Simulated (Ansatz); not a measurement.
Fluorite HfO₂ (high-temperature phase) was calculated with LDA (Ansatz, a quantum-chemistry and plane-wave program, PAW).

Settings: plane-wave cutoff 500 eV, 14×14×14 k mesh, gaussian smearing 0.02 eV, scalar-relativistic PAW data made under PBE.

Cell (relaxed at this level):

HfO2 has the cubic space group Fm-3m (No. 225), the fluorite structure, Pearson symbol cF12. Cell: a = b = c = 5.0009 Å, α = β = γ = 90.00°. Hf on 4a is surrounded by 8 O at 2.165 Å (cubic). O on 8c sees 4 Hf at 2.165 Å (tetrahedral). (Neighbours: up to the widest gap in distance over summed covalent radii, below 1.35, at either atom; cation-cation and far metal-metal contacts left out.)
(The calculation used a cell of 3 atoms; values per cell refer to that cell.)

**Question.** Predict the band gap.

**Answer.** 
- band gap = 3.66 eV (on the SCF k mesh)

Note: symmetry holds this phase in the static calculation, where it need not be a minimum; held by symmetry at 0 K, a high-temperature phase can be a saddle point.

Spin–orbit coupling is not included.

It cost very roughly 15 core-seconds of CPU time.
